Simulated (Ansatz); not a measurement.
# hypothetical zinc blende BaS with two functionals, uniaxial strain ε_zz = −4.46 %

The parent structure is BaS in the zinc blende structure (space group F-43m, No. 216; a = 7.036 Å; a hypothetical phase, not in the database extracts checked). Axes: x, y, z lie along the cube axes.

(Cell as relaxed with PBE.)

Levels (all Ansatz, a quantum-chemistry and plane-wave program, PAW): PBE (420 eV, scalar-relativistic without spin-orbit coupling); r2SCAN (500 eV, no SOC).

Each level relaxes its own structure.

```csv
base,PBE,r2SCAN
volume per atom,43.53 Å³,43.58 Å³
lattice parameter a,703.6 pm,703.8 pm
band gap,2.75 eV,3.07 eV
```

It is then changed as follows: the cell is compressed by 4.46 % along z with no lateral relaxation; the atoms relax in the strained cell.

```tsv
quantity	PBE	r2SCAN
band gap	2.77 eV	?
smallest direct gap	3.38 eV	?
stress (xx, yy, zz, yz, xz, xy; compression positive)	(1.34, 1.34, 1.34, 0.00, 0.00, 0.00) GPa	?
```

**Question.** Predict the r2SCAN column.

**Answer.** 
- band gap, r2SCAN: 3.10 eV
- smallest direct gap, r2SCAN: 3.65 eV
- stress (xx, yy, zz, yz, xz, xy; compression positive), r2SCAN: (1.42, 1.42, 1.35, 0.00, 0.00, 0.00) GPa

PBE's band gap lies 0.323 eV below r2SCAN's; PBE's smallest direct gap lies 0.27 eV below r2SCAN's. Neither level is exact; r2SCAN is the comparison here, not a measurement.

No phonon test of stability was made.
